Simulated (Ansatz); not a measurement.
## PtSe2: energy against strain

PtSe2 (1T layered, P-3m1, 19.804 Å³/atom at rest, c along z) under a strain ε along c (axis z), the other axes held. PBE-D3(BJ) in Ansatz, a plane-wave DFT program (PAW, default set), 420 eV, 18×18×12 Γ-centred mesh, Fermi-Dirac smearing 0.10 eV; ions are relaxed within the symmetry of each cell.

Here s stands for strain and y for E less E0.

```
strain (%)  E less E0 (meV/atom)
----------  --------------------
-3.00                          ?
-1.50                       0.91
-1.00                       0.39
-0.50                       0.10
0.00                        0.00
0.50                        0.09
1.00                        0.36
1.50                        0.78
```

### Question
Using a parabola, estimate the missing y at s = -3.00 from the other rows, showing the fit.

### Answer
Least squares gives y = 0.000 - 0.0329·s + 0.3752·s². Residuals (row less fit): 0.016, -0.018, -0.010, 0.000, 0.013, 0.018, -0.015; standard error 0.019 (degrees of freedom: 4). Twice the quadratic coefficient over the volume, 2 × 0.3752 meV × 10⁴ × 0.1602 / 19.804 Å³, is the elastic constant C33 = 61 ± 1.3 GPa. At the withheld row, y = 0.000 - 0.0329 × (-3.0) + 0.3752 × (-3.0)² = 3.475 meV/atom. The calculation gives 3.88 meV/atom, 0.405 meV/atom above the prediction (10.4 % of the range of y in the table). The row lies outside the fitted rows, so this is an extrapolation. From the scatter of the fitted rows alone, a prediction at this place has a standard error of 0.071 meV/atom, so the miss is 5.7 times that.

One order more, fitted to all 13 runs of the series, follows each within 0.01, so the miss is the next term of a smooth law. This level leaves no gap over 0.05 eV at strain -3.00, -1.50, -1.00, -0.50, 0.00, 0.50, 1.00, 1.50, where the mesh may be coarse. Rows are the converged runs of the series near zero and its far end; series whose fitted rows scatter by over a few per cent of the range, as at a crossing or softening among them, aren't shown in this form. Most that stay on the fit to the last digits aren't either.
